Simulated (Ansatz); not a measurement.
# Convergence study of shifted k-point meshes for TaBe2 (R3m, 6 atoms in the cell)

```yaml
crystal:
  lattice:
    - [0.00000, 3.24610, 3.24610]
    - [3.24610, 0.00000, 3.24610]
    - [3.24610, 3.24610, 0.00000]
  atoms:
    - { symbol: Ta, position: [0.75445, 0.75445, 0.75445] }
    - { symbol: Ta, position: [0.50000, 0.50000, 0.50000] }
    - { symbol: Be, position: [0.12500, 0.62500, 0.12500] }
    - { symbol: Be, position: [0.12500, 0.12500, 0.12500] }
    - { symbol: Be, position: [0.62500, 0.12500, 0.12500] }
    - { symbol: Be, position: [0.12500, 0.12500, 0.62500] }
```

Computed with PBEsol, default PAW files made with PBE (plane waves; Ansatz, a first-principles code).

Base settings: basis.ecutwfc = 420 eV; kpoints.mp_grid.grid = 9 9 9; hamiltonian.xc = pbesol; hamiltonian.pseudopotentials = {kind: paw} (the program's default PAW files); scf.occupations.method = fermi_dirac; scf.occupations.width = 0.1 eV.

In this ladder: kpoints.mp_grid.shift = 0.5 0.5 0.5.

Only quantities that move along the ladder and can be compared are tabulated.

The count of work is k-points × plane waves × bands × iterations; it is no time. Core times come from one kind of shared machine, to one figure; runs under 30 s give none.

The starting cell comes from a database of computed structures (which also holds hypothetical and non-ambient phases and stackings), without a prior relaxation at this level. Its lattice was rescaled by up to half a per cent. One atom was moved a little off its site on purpose. Spin polarisation is off. Ansatz's pressure includes its estimate of the finite-basis (Pulay) stress.

Steps (kpoints.mp_grid.grid): 2 2 2; 3 3 3; 4 4 4; 5 5 5; 6 6 6; 7 7 7; 8 8 8; 9 9 9; 10 10 10; 11 11 11; 13 13 13; 14 14 14; 16 16 16; 17 17 17; 19 19 19; 21 21 21; 23 23 23; 26 26 26.

Problem. What is the coarsest kpoints.mp_grid.grid that holds the free energy within 0.5 meV/atom of the last step, with all finer ones?

Solution. 5 5 5, at 0.012 of the last step's count of work; the step before is off by 0.76 meV/atom.

Problem. What is the coarsest kpoints.mp_grid.grid that holds the forces within 0.02 eV/Å of the last step, with all finer ones?

Solution. 6 6 6, at 0.017 of the last step's count of work; the step before is off by 0.031 eV/Å.

Problem. What is the coarsest kpoints.mp_grid.grid that holds the pressure within 0.05 GPa of the last step, with all finer ones?

Solution. 6 6 6, at 0.017 of the last step's count of work; the step before is off by 0.06 GPa.

| kpoints.mp_grid.grid | free energy less the last step's (meV/atom) | pressure (GPa) | largest difference of a force vector from the last step's (eV/Å) | count of work / last | core time / last (rough) |
|---|---|---|---|---|---|
| 2 2 2 | -6.49 | -2.84 | 0.357 | 0.0014 | – |
| 3 3 3 | 8.29 | -1.60 | 0.851 | 0.0037 | – |
| 4 4 4 | -0.76 | -1.61 | 0.067 | 0.0061 | – |
| 5 5 5 | -0.35 | -1.56 | 0.031 | 0.012 | – |
| 6 6 6 | -0.07 | -1.52 | 0.001 | 0.017 | – |
| 7 7 7 | 0.07 | -1.51 | 0.012 | 0.027 | – |
| 8 8 8 | -0.17 | -1.52 | 0.017 | 0.037 | – |
| 9 9 9 | 0.01 | -1.51 | 0.001 | 0.052 | – |
| 10 10 10 | 0.02 | -1.51 | 0.004 | 0.067 | – |
| 11 11 11 | -0.01 | -1.50 | 0.001 | 0.089 | – |
| 13 13 13 | 0.01 | -1.50 | 0.000 | 0.14 | – |
| 14 14 14 | 0.00 | -1.50 | 0.001 | 0.17 | – |
| 16 16 16 | 0.00 | -1.50 | 0.000 | 0.25 | 0.2 |
| 17 17 17 | 0.00 | -1.50 | 0.000 | 0.30 | 0.2 |
| 19 19 19 | 0.00 | -1.50 | 0.000 | 0.41 | 0.3 |
| 21 21 21 | 0.00 | -1.50 | 0.000 | 0.54 | 0.5 |
| 23 23 23 | 0.00 | -1.50 | 0.000 | 0.71 | 0.6 |
| 26 26 26 | 0.00 | -1.50 | 0.000 | 1.0 | 1 |

Keys are those of Ansatz 0.2.
